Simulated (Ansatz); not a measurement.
**Antifluorite Be₂C**

The numbers are results of PBE0 (Ansatz, an electronic-structure program, PAW), not measurements.

Numerical settings: plane-wave cutoff 520 eV, 10×10×10 k mesh, scalar-relativistic PAW data made under PBE.

Cell: relaxed at this level.

```
Item                                             Result
---------------------------------------------  --------
elastic constant C11                            613 GPa
elastic constant C12                           13.4 GPa
elastic constant C44                            220 GPa
Voigt–Reuss–Hill bulk modulus                   213 GPa
Voigt–Reuss–Hill shear modulus (Hill average)   249 GPa
Young modulus                                   537 GPa
Poisson ratio                                     0.080
```

Elastic constants are with the ions relaxed.

The computed numbers hold no vibrational or temperature effects.

The result took about 29 core-minutes (a rough figure).
